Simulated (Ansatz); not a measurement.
**Effect of biaxial strain +0.88 %, plane normal [111], relaxed out of plane on Sr**

Consider Sr in the fcc (Cu type) structure (space group Fm-3m, No. 225; a = 5.9225 Å). Axes: x, y, z lie along the cube axes.

Modification: tensile biaxial strain of 0.88 % in the plane normal to [111], as in epitaxy on a mismatched substrate; the out-of-plane cell vector and the atoms relax.

All numbers come from Kohn–Sham DFT with the PBEsol functional, run in Ansatz (an electronic-structure program) with PAW and 420 eV plane waves, without spin-orbit coupling. Settings: 14×14×14 k-points, 0.05 eV Fermi–Dirac smearing.

```json
[
 {"quantity": "space group", "base": "Fm-3m (No. 225)", "changed": "R-3m (No. 166)", "shift": "–"},
 {"quantity": "shortest interatomic distance", "base": "4.188 Å", "changed": "4.193 Å", "shift": "+0.005 Å"},
 {"quantity": "energy relative to the base (free energy F)", "base": "0 meV/atom", "changed": "+0.8 meV/atom", "shift": "+0.8 meV/atom"},
 {"quantity": "band gap", "base": "zero", "changed": "zero", "shift": "–"},
 {"quantity": "out-of-plane strain (rough)", "base": "–", "changed": "-0.25 %", "shift": "–"},
 {"quantity": "mean in-plane stress (compression positive) (rough)", "base": "–", "changed": "-0.3 GPa", "shift": "–"}
]
```

Final structure (turned so that z lies along the plane normal):

```xyz
1
Lattice="4.2247 0.0000 0.0000 2.1124 3.6587 0.0000 2.1124 -1.2196 3.4108" Properties=species:S:1:pos:R:3 pbc="T T T"
Sr     0.0000     0.0000     0.0000
```

Without a gap, meshes like the base's 14×14×14 leave anisotropic stresses uncertain by several tenths of a GPa, and small strain energies with them. Whether these cells are dynamically stable was not tested.
